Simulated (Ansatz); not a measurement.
Take GaN in the zinc blende structure (space group F-43m, No. 216) as the base.

```
CELL_PARAMETERS angstrom
      0.00000     2.24904     2.24904
      2.24904     0.00000     2.24904
      2.24904     2.24904     0.00000
ATOMIC_POSITIONS crystal
  N  0.75000 0.75000 0.75000
  Ga 0.00000 0.00000 0.00000
```

All numbers come from PBEsol/PAW in Ansatz (a quantum-chemistry and plane-wave program), spin-orbit coupling left out.

Base values:

The valley order is Γ 1.70 eV; X along ⟨100⟩ 3.22 eV.

Perturbation: 0.455 electrons added to each cell, a density of 2.0×10^22 cm⁻³, with a uniform compensating background at fixed cell and a 300 K Fermi–Dirac width.

Task: What happens to the Fermi level from band edge and valley order?

Result: The Fermi level relative to the doped band's edge (positive inside the band; to 0.05 eV) amounts to +2.85 eV; the valley order (the lowest conduction-band minima on the path, energy above the VBM, named in the base's zone) becomes Γ 1.52 eV; X along ⟨100⟩ 2.91 eV (base: Γ 1.70 eV; X along ⟨100⟩ 3.22 eV).

Charged cell with a jellium background: band edges are those of the host's band count, energies are not comparable with the neutral cell, and many-body gap narrowing is missing. The levels and masses belong to the bands next to the band gap. Whether these cells are dynamically stable was not tested. This is not the structure that GaN has at room temperature and ambient pressure.
